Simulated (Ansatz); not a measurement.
Band structure of ScHg₃ (P6_3/mmc, 8 atoms in the cell).

```
ScHg3
1.0
    6.38221     0.00000     0.00000
   -3.19110     5.52715     0.00000
    0.00000     0.00000     4.79894
Sc Hg
2 6
Direct
  0.66667   0.33333   0.75000
  0.33333   0.66667   0.25000
  0.66141   0.83071   0.75000
  0.33859   0.16930   0.25000
  0.83071   0.66141   0.25000
  0.16930   0.33859   0.75000
  0.16930   0.83071   0.75000
  0.83071   0.16930   0.25000
```

Method of the run: LDA (PW92), PAW files made with PBE (plane waves; Ansatz, a program for electronic structure).

Settings: kpoints.mp_grid.grid = 4 4 5; hamiltonian.xc = lda; hamiltonian.pseudopotentials = {kind: paw} (the program's default PAW files); scf.occupations.method = gaussian; scf.occupations.width = 0.1 eV; kpoints.band_path.npoints = 8.

The starting cell comes from a database of computed structures (which also holds hypothetical and non-ambient phases and stackings), without a prior relaxation at this level. Its lattice was rescaled by a random factor within 2.5 % of one. Spin-orbit coupling is off.

Levels in eV from the Fermi level, bands 67 to 74:
| point | 67 | 68 | 69 | 70 | 71 | 72 | 73 | 74 |
|---|---|---|---|---|---|---|---|---|
| Γ | -3.07 | -3.07 | -2.72 | -1.36 | 0.60 | 0.60 | 0.91 | 0.91 |
| M | -1.15 | -1.11 | -0.85 | -0.44 | -0.34 | 0.12 | 0.50 | 0.76 |
| K | -2.54 | -1.09 | -0.93 | -0.09 | 0.25 | 0.25 | 0.31 | 0.31 |
| A | -2.46 | -2.46 | -1.31 | -1.31 | -1.18 | -1.18 | -1.18 | -1.18 |
| L | -3.16 | -3.16 | -1.92 | -1.92 | 0.19 | 0.19 | 1.03 | 1.03 |
| H | -4.58 | -4.58 | -0.28 | -0.28 | -0.05 | -0.05 | 0.53 | 0.53 |

Bands cross the Fermi level along this path, so the cell is metallic at this level.

Keys are those of Ansatz 0.2.
